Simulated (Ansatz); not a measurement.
The starting structures come from a database of crystals and need not be the phases stable at ambient conditions.

 Where the default PAW files enter, the runs use the earlier of Ansatz's two default sets.

# Evanescent states of RbCaH3 (Pm-3m, cubic perovskite, not sure to be the ambient phase, 5 atoms a cell, 18.5 Å³ an atom) along the normal of (001)

Level of theory: r2SCAN (plane waves, PAW; Ansatz, an electronic-structure program).

No gap correction and no spin-orbit coupling; mid-gap values are interpolated between computed energies.

Energies count from the valence-band top; κ is the least over a 8×8 mesh across the current.

```csv
E (eV),κ (1/Å),where
0.09,0.146,off Γ
0.27,0.238,off Γ
0.45,0.286,off Γ
0.63,0.312,off Γ
0.81,0.333,off Γ
0.99,0.349,off Γ
1.17,0.363,off Γ
1.35,0.374,off Γ
1.53,0.382,off Γ
1.71,0.382,off Γ
1.89,0.378,off Γ
2.07,0.370,off Γ
2.25,0.360,off Γ
2.43,0.347,off Γ
2.61,0.330,off Γ
2.79,0.310,off Γ
2.97,0.285,off Γ
3.15,0.256,off Γ
3.33,0.220,off Γ
3.51,0.172,off Γ
3.69,0.097,off Γ
```

Question: How thick must the barrier be to attenuate the transmission by 10^6 when the electrodes' Fermi level lies at 0.99 eV, and what attenuation does that film give at 3.15 eV?

Answer: d = 6 ln 10 / (2 × 0.349) = 19.8 Å. At 3.15 eV it gives 6 × 0.256/0.349 = 4.4 decades.
